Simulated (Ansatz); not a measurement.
The starting structures come from a database of crystals and need not be the phases stable at ambient conditions.

Here is the system:

```
CELL_PARAMETERS angstrom
      3.66961     0.00000     0.00000
      0.00000     9.51526    -0.04418
      1.83480    -2.68127     7.41102
ATOMIC_POSITIONS crystal
  V  0.60025 0.15618 0.79949
  V  0.39975 0.84382 0.20051
  V  0.83790 0.63304 0.32420
  V  0.16210 0.36696 0.67580
  Pb 0.87362 0.22425 0.25276
  Pb 0.12638 0.77575 0.74724
  O  0.66215 0.30701 0.67571
  O  0.33785 0.69299 0.32429
  O  0.89318 0.79132 0.21364
  O  0.10682 0.20868 0.78636
  O  0.66049 0.97727 0.67902
  O  0.33951 0.02273 0.32098
  O  0.09501 0.54216 0.80998
  O  0.90499 0.45784 0.19002
  O  0.48998 0.17308 0.02004
  O  0.51002 0.82692 0.97996
  O  0.72973 0.63821 0.54053
  O  0.27027 0.36179 0.45947
```

Space group of this cell: C2/m. The cell was relaxed by PBE-D3(BJ); by PBEsol its mean pressure is -2.7 GPa.

Transport runs along the normal of the first two printed cell vectors.

The gap is the functional's own, uncorrected, and κ follows it; spin-orbit coupling is left out. Mid-gap values are interpolated between the computed energies.

Task: Predict the band gap and the smallest decay constant κ at mid-gap from PBEsol (Ansatz, a first-principles code).

Result: Gap 2.15 eV on a 8×4×8 mesh; κ = 0.471 1/Å, at the zone centre.
